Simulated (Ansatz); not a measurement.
CrAgO₂ (space group R-3m, No. 166; ferromagnetic; a model cell)

```
CELL_PARAMETERS angstrom
      1.48312     0.85628     6.15181
     -1.48312     0.85628     6.15181
      0.00000    -1.71256     6.15181
ATOMIC_POSITIONS crystal
  Ag 0.00000 0.00000 0.00000
  Cr 0.50000 0.50000 0.50000
  O  0.11336 0.11336 0.11336
  O  0.88664 0.88664 0.88664
```

All numbers come from PBEsol (Ansatz, an electronic-structure program; PAW; 420 eV plane waves; scalar-relativistic without spin-orbit coupling). Settings: 13×13×13 k-points, 0.05 eV Fermi–Dirac smearing.

| Item | Result |
|---|---|
| Volume per atom | 11.72 Å³ |
| Density | 6.80 g/cm³ |
| Band gap | 0.28 eV, indirect, S₂–F (12 % along) → Γ |
| Electron mass | 0.25 mₑ along c, 1.7 mₑ across |
| Magnetic state | ferromagnetic |
| Total energy | -2998.341 eV/atom (σ→0; compares only within this code and set-up) |

Effective masses come from finite differences of ±0.01 Å⁻¹. No phonon test of stability was made. No Hubbard U is applied and the magnetic state is the run's own (CrAgO2 ferromagnetic); small cells can't hold the antiferromagnetic order that many such compounds have, so gaps and moments can be off. A gap here joins edges of opposite spin (a spin-flip gap). The zero or small gap of CrAgO2 can change with the level of theory.
